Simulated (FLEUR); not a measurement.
Worked example: self-consistent single point of TiCrB4 (P6/mmm, 6 atoms in the cell) in FLEUR.

Method of the run: PBEsol, all-electron FLAPW (FLEUR), scalar-relativistic valence.

```
TiCrB4
1.0
    3.01633     0.00000     0.00000
   -1.50816     2.61222     0.00000
    0.00000     0.00000     6.13163
Ti Cr B
1 1 4
Cartesian
  0.00000   0.00000   3.06582
  0.00000   0.00000   0.00000
  0.00000   1.74148   4.65752
  1.50817   0.87074   1.47411
  1.50817   0.87074   4.65752
  0.00000   1.74148   1.47411
```

Reference input (self-consistent single point, DFT, LDA (Vosko-Wilk-Nusair), all-electron FLAPW (FLEUR), scalar-relativistic valence): Kmax = 4 1/bohr; GmaxXC = 16 1/bohr; xcFunctional = vwn; jspins = 1; l_soc = F; mode = gauss; fermiSmearingEnergy = 0.00499791 Htr; mesh (inpgen div1-3) = 10 10 5; inpgen gamma flag = true; Gmax = 16 1/bohr; numbands = 0; maxIterBroyd = 15. This run's input differs from it in these lines:

```diff
@@ -18,3 +18,3 @@
 &comp jspins=1 /
-&exco xctyp='vwn' /
+&exco xctyp='PBEs' /
 &kpt div1=10 div2=10 div3=5 gamma=t /
@@ -31,3 +31,3 @@
       <coreElectrons ctail="T" frcor="F" kcrel="0" coretail_lmax="0"/>
-      <xcFunctional name="vwn" relativisticCorrections="F"/>
+      <xcFunctional name="PBEs" relativisticCorrections="F"/>
       <magnetism jspins="1"/>
```

Log, with long lists cut:

```
 Iteration:     1   Distance:      48.14392131 me/bohr^3
 Iteration:     2   Distance:      29.99620668 me/bohr^3
 Iteration:     3   Distance:      15.60474192 me/bohr^3
 Iteration:     4   Distance:      11.62683042 me/bohr^3
 Iteration:     5   Distance:      10.10426779 me/bohr^3
   [... 15 lines left out ...]
 Iteration:    21   Distance:       0.00007166 me/bohr^3
 Iteration:    22   Distance:       0.00005503 me/bohr^3
 Iteration:    23   Distance:       0.00001143 me/bohr^3
 Iteration:    24   Distance:       0.00000215 me/bohr^3
 Reset of history
 Run finished successfully
 Stop message:
   Structural relaxation: new displacements generated

[file out, last iteration]
             iter=     25
[...]
          total density-effective poten   -3.1684039507E+03
          total charge density-energy d   -1.0494025838E+02
 Updated energy parameters for spin:           1
[...]
 fermi energy and band-weighting factors:

[...]
FERMIE:
          first approx. to ef    (T=0)  :   0.462609 htr   (energy of the highest occ. eigenvalue)
          number of occ. states  (T=0)  :        799
          first approx. to seigv (T=0)  : -13.286231 htr
          sum of weights of occ. states :  19.010000
          sum of semicore charge        :   0.000000 e
          fermi energy=   0.46228 har   work function= -12.57921 ev
          number of valence electrons=  38.00000
   [... lines left out ...]
          total moment                 =     0.00000
 Direct bandgap for spin            1 :    9.1302669896410338E-003  Htr
 ---->    free energy=                     -2001.7940942047 htr
   [... lines left out ...]
 TOTAL FORCE FOR ATOM TYPE=  1  X=  0.000   Y=  0.000   Z=  5.794
                       FX_TOT= 0.000000 FY_TOT= 0.000000 FZ_TOT= 0.000000
 TOTAL FORCE FOR ATOM TYPE=  2  X=  0.000   Y=  0.000   Z=  0.000
                       FX_TOT= 0.000000 FY_TOT= 0.000000 FZ_TOT= 0.000000
 TOTAL FORCE FOR ATOM TYPE=  3  X=  2.850   Y= -1.645   Z= -2.786
                       FX_TOT= 0.000000 FY_TOT= 0.000000 FZ_TOT= 0.000219
```

The run converged in 24 iterations. FLEUR gives forces in its relaxation mode, with a further iteration, so its stop message speaks of a relaxation. Against the reference run the largest force goes from 0.019 to 0.011 eV/Å.

The starting cell comes from a database of computed structures (which also holds hypothetical and non-ambient phases and stackings), without a prior relaxation at this level. Spin polarisation is off. Values depend on the basis (sphere radii, cutoffs, local orbitals), which need not be converged. The log's line on a gap gives a spacing of levels on this mesh, which the program prints for metals too.

Cost on one core of a shared machine: roughly 3 min.
